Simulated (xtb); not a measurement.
xtb 6.7.1, GFN2-xTB: Sb(Cl)2(OMe) (C[O][Sb]([Cl])[Cl]), 8 atoms. The geometry is a generated start, not checked to be a minimum at this level.

- method: GFN2-xTB
- --acc: 1 (default)
- --etemp (K): 300 (default)
- detailed input (--input): none: ANC optimiser, Lindh (1995) Hessian, microcycle=20, maxdispl=1.0, hlow=0.01 (default)
- basis functions: 41
- valence electrons: 32

```xyz
8

Sb     0.5881     1.1194     1.3941
Cl     2.2896     2.1380     0.1444
Cl    -1.1945     2.0918     0.1879
O      0.7075    -0.5340     0.3148
C     -0.3893    -1.0797    -0.3700
H     -0.6867    -0.4574    -1.2156
H     -0.0599    -2.0525    -0.7393
H     -1.2548    -1.2256     0.2837
```

The structure is relaxed from this start with --opt LEVEL for the levels crude, sloppy, loose, lax, normal, tight, vtight, extreme, once each. Up to the end of the extreme run atoms move by at most 1.2 Å along an axis.

Question: Which level is enough to come within 5 meV of the tightest end point?

Answer: normal: 56 cycles against 62, ending 0.055 meV above.

```csv
level,cycles,energy above the extreme run (meV),gradient norm (eV/Å)
crude,1,100,0.12
sloppy,1,100,0.12
loose,1,100,0.12
lax,1,100,0.12
normal,56,0.055,0.014
tight,57,0.031,0.020
vtight,61,under 0.01,0.0030
extreme,62,—,0.0017
```
